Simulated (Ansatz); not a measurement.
# A computed series for Re: response to strain

Consider Re in the hcp (Mg type) structure (space group P6_3/mmc, No. 194; relaxed with 0.1 eV smearing).

```cif
data_Re2
_chemical_formula_sum 'Re2'
_space_group_name_H-M_alt 'P63/mmc'
_space_group_IT_number 194
_space_group_name_Hall '-P 6c 2c'
_cell_length_a 2.77642
_cell_length_b 2.77642
_cell_length_c 4.48093
_cell_angle_alpha 90.000
_cell_angle_beta 90.000
_cell_angle_gamma 120.000
loop_
_atom_site_label
_atom_site_type_symbol
_atom_site_symmetry_multiplicity
_atom_site_Wyckoff_symbol
_atom_site_fract_x
_atom_site_fract_y
_atom_site_fract_z
_atom_site_occupancy
Re1 Re 2 c 0.33333 0.66667 0.25000 1
```

Strains are applied to the cell and any free atomic positions relax.

Level of theory: PBE, PAW, 420 eV (Ansatz, a first-principles code; scalar-relativistic without spin-orbit coupling).

Notes on the quantities. pressure: mean of the normal stresses, compression positive; energy relative to the base: free energy F.

| change | pressure | shortest interatomic distance | energy relative to the base |
|---|---|---|---|
| base | 0.0 GPa | 5.206 bohr | 0 meV/atom |
| isotropic strain −3.00 % | 40.7 GPa | 5.050 bohr | +153 meV/atom |
| isotropic strain −2.50 % | 32.7 GPa | 5.076 bohr | +104 meV/atom |
| isotropic strain −2.00 % | 25.2 GPa | 5.102 bohr | +66 meV/atom |
| isotropic strain −0.50 % | 5.7 GPa | 5.180 bohr | +3.9 meV/atom |
| isotropic strain +0.50 % | -5.3 GPa | 5.232 bohr | +3.8 meV/atom |
| isotropic strain +1.50 % | … | 5.284 bohr | … |
| isotropic strain +2.00 % | -18.9 GPa | 5.310 bohr | +57 meV/atom |
| isotropic strain +2.50 % | -22.8 GPa | 5.336 bohr | +88 meV/atom |
| isotropic strain +3.00 % | -26.4 GPa | 5.362 bohr | +124 meV/atom |

### Question
What belongs in the blanks?

### Answer

- isotropic strain +1.50 %, pressure: -14.7 GPa
- isotropic strain +1.50 %, energy relative to the base: +33 meV/atom

Whether these cells are dynamically stable was not tested. The final runs are not spin-polarised.
